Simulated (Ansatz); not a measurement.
Worked example: relaxation of cell and atoms of MnF₂ (P4_2/mnm, 6 atoms in the cell) in Ansatz (a quantum-chemistry and plane-wave program).

Level of theory: LDA (PW92), default PAW files made with PBE (plane waves; Ansatz).

The change in words: atoms on their sites; basis.ecutwfc: 30.9 Ry → 21.7 Ry; relax: default → cell and atoms. Reference geometry:
```yaml
crystal:
  lattice:
    - [4.84565, 0.00000, 0.00000]
    - [0.00000, 4.84565, 0.00000]
    - [0.00000, 0.00000, 3.29345]
  atoms:
    - { symbol: Mn, position: [0.00000, 0.00000, 0.01518], spin: 5.0 }
    - { symbol: Mn, position: [0.50000, 0.50000, 0.50000], spin: -5.0 }
    - { symbol: F, position: [0.30500, 0.30500, 0.00000] }
    - { symbol: F, position: [0.80500, 0.19500, 0.50000] }
    - { symbol: F, position: [0.19500, 0.80500, 0.50000] }
    - { symbol: F, position: [0.69500, 0.69500, 0.00000] }
```
(The spins are starting values, not results.)

Reference input (self-consistent single point, DFT, LDA (PW92), plane waves, default PAW files made with PBE): basis.ecutwfc = 30.9 Ry; kpoints.mp_grid.grid = 2 2 5; hamiltonian.xc = lda; hamiltonian.pseudopotentials = {kind: paw} (the program's default PAW files); magnetization.spin_polarized = true; scf.occupations.method = fermi_dirac; scf.occupations.width = 0.0015 Ry. This run's input differs from it in these lines:

Ansatz 0.2 input:
```diff
@@ -7,3 +7,3 @@
   atoms:
-    - { symbol: Mn, position: [0.00000000, 0.00000000, 0.01518200], spin: 5.0 }
+    - { symbol: Mn, position: [0.00000000, 0.00000000, 0.00000000], spin: 5.0 }
     - { symbol: Mn, position: [0.50000000, 0.50000000, 0.50000000], spin: -5.0 }
@@ -14,3 +14,3 @@
 basis:
-  ecutwfc: 30.9 Ry
+  ecutwfc: 21.7 Ry
 kpoints:
@@ -24,2 +24,4 @@
   occupations: { method: fermi_dirac, width: 0.0015 Ry }
+relax:
+  cell: {}
 output:
```

Output, abridged:

```
   [... SCF lines of the steps left out ...]
relax step   1: F+E_penalty+E_count = -10855.15460423 eV  Δ(F+E_penalty+E_count) = +0.000e0 eV  max|allowed force component| = 1.096e-2 eV/Å  Δτ_max = 0.0000 Å  P = -4.863 GPa  Ω = 77.331 Å³  (11 SCF iters, dr2 threshold 1.00e-7 eV, accepted)
relax step   2: F+E_penalty+E_count = -10855.82076712 eV  Δ(F+E_penalty+E_count) = -6.662e-1 eV  max|allowed force component| = 7.978e-3 eV/Å  Δτ_max = 0.0044 Å  P = +4.542 GPa  Ω = 75.240 Å³  energy of the carried Pulay correction = +6.632e-1 eV  [...]
   [... lines left out ...]
relax step 119: F+E_penalty+E_count = -10855.23910910 eV  Δ(F+E_penalty+E_count) = +3.886e-3 eV  max|allowed force component| = 9.060e-5 eV/Å  Δτ_max = 0.0001 Å  P = +0.006 GPa  Ω = 73.399 Å³  energy of the carried Pulay correction = -3.891e-3 eV  [...]
relax step 120: F+E_penalty+E_count = -10855.29775539 eV  Δ(F+E_penalty+E_count) = -5.865e-2 eV  max|allowed force component| = 7.593e-3 eV/Å  Δτ_max = 0.0000 Å  P = -0.220 GPa  Ω = 73.399 Å³  stress off target by 2.78e-1 GPa  SCF on the basis [...]
basis re-selected at this cell: Δ(F+E_penalty+E_count) = -5.865e-2 eV, ΔP = -0.226 GPa vs the last step
   [... lines left out ...]
Absolute magnetization: 9.4554 μB (∫|ρ↑−ρ↓|, with the PAW one-centre terms)
Free energy (F): -10855.297755 eV
Fermi energy:    8.374067 eV
Error: variable-cell relaxation did not converge after 120 `relax_step` rows, as none of its last 53 fresh-basis SCF(s) at a relaxed cell met both thresholds with a finite energy. The last misses `relax.cell.stress_tol`: largest allowed force component 7.59e-3 eV/Å (`relax.f_tol` 1.00e-2 eV/Å), stress off the target on the free part of the cell 2.78e-1 GPa (`relax.cell.stress_tol` 5.00e-2 GPa), F+E_penalty+E_count -10855.29775539 eV. The closest is row 118, whose structure comes with this error. Larger ratio of force or stress to its threshold at each such SCF whose figures are numbers: 81.901, 46.172, 26.647, 8.352, 5.687, 5.640, 3.983, 5.290, 2.027, 1.940, 5.409, 2.053, 1.795, [...]
   [... lines left out ...]
to start a new deck from the relaxed geometry:
  cell:  # Å, volume = 73.3877 Å³
    - [4.755842819193098, -6.687129139046578e-6, 0.0]
    - [-6.687129139046578e-6, 4.755842819193098, 0.0]
    - [0.0, 0.0, 3.2446518861429965]
  atoms:
    - { symbol: Mn, position: [4.8216425306059705e-20, 5.127547343726037e-20, 0.0] }
    - { symbol: Mn, position: [0.5, 0.5, 0.5] }
    - { symbol: F, position: [0.30395330287653927, 0.30395330287653927, 0.0] }
    - { symbol: F, position: [0.8039512133306955, 0.19604878666930464, 0.5] }
    - { symbol: F, position: [0.19604878666930464, 0.8039512133306955, 0.5] }
    - { symbol: F, position: [0.6960466971234607, 0.6960466971234607, 0.0] }
```

The relaxation ended unconverged. 

The starting cell has typed, rounded lattice constants, without a prior relaxation at this level. Its lattice was rescaled by up to half a per cent. The cutoff lies below the one recommended for these files.

Cost on one core of a shared machine: roughly 4 min.
